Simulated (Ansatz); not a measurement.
## AgCl: energy against volume

AgCl (rock salt, Fm-3m, 20.207 Å³/atom and stress up to 0.01 GPa in the relaxed cell, cube axes along x, y and z) under an equal strain ε along all three axes. PBEsol in Ansatz, a plane-wave DFT program (PAW, default set), 420 eV, 10×10×10 Γ-centred mesh, Fermi-Dirac smearing 0.05 eV; ions are relaxed, or left where forces stay under 0.02 eV/Å, within the symmetry of each cell. Against the start cell, which lies near the measured one, the relaxed cell differs by -5.4 % in volume; the values below rest on it.

Here V stands for volume and E for E less E0.

```csv
volume (Å³/atom),E less E0 (meV/atom),pressure (GPa)
18.4422,?,?
19.0185,14.01,4.03
19.3111,7.71,2.89
19.6066,3.35,1.85
19.9052,0.82,0.89
20.2068,0.00,0.00
20.5114,0.78,-0.81
20.8191,3.07,-1.56
21.1298,6.77,-2.24
21.4436,11.78,-2.87
```

The 9 complete rows are fitted with the third-order Birch-Murnaghan form, a cubic in V^(-2/3), E against V. With u = V^(-2/3) - 0.135, the rows have u = 0.005351, 0.003930, 0.002530, 0.001151, -0.000207, -0.001545, -0.002863, -0.004161, -0.005441. Least squares gives E = 0.017 + 183.5·u + 442848·u² + 2158771·u³. Residuals (row less fit): 0.000, 0.001, -0.001, 0.002, 0.002, -0.003, -0.001, 0.005, -0.001; standard error 0.003 (degrees of freedom: 5). Its minimum lies at u = -0.000207, so V0 = (0.134793)^(-3/2) = 20.21. There d²E/du² = 883000 and d³E/du³ = 1.295e7, so B0 = (4/9) × 20.21^(-7/3) × 883000 × 0.160218 = 56.5 GPa (the last factor turns the table's units into GPa), and B0' = 4 + (2/3) × 0.134793 × (1.295e7)/883000 = 5.3. B0' rests on the cubic coefficient alone and has a standard error of 0.1 from these residuals.

**Question.** Estimate the missing E (V = 18.4422); what did the run itself give?

**Answer.** u = 0.008260, so E = 0.017 + 183.5 × 0.008260 + 442848 × 0.008260² + 2158771 × 0.008260³ = 32.964 meV/atom. The calculation gives 32.95 meV/atom, 0.014 meV/atom below the prediction (0.0 % of the range of E in the table). The row lies outside the fitted rows, so this is an extrapolation. The scatter of the fitted rows lies at the last printed digit.

Other structures, which can take over under pressure, weren't tried. The same form fitted to the pressure column gives B0' = 5.3; series where the two differ by over 0.4 aren't shown. Rows are the converged runs of the series near zero and its far end, less any whose ions stayed unrelaxed beside relaxed ones; series whose fitted rows scatter by over a few per cent of the range, as at a crossing or softening among them, aren't shown in this form.
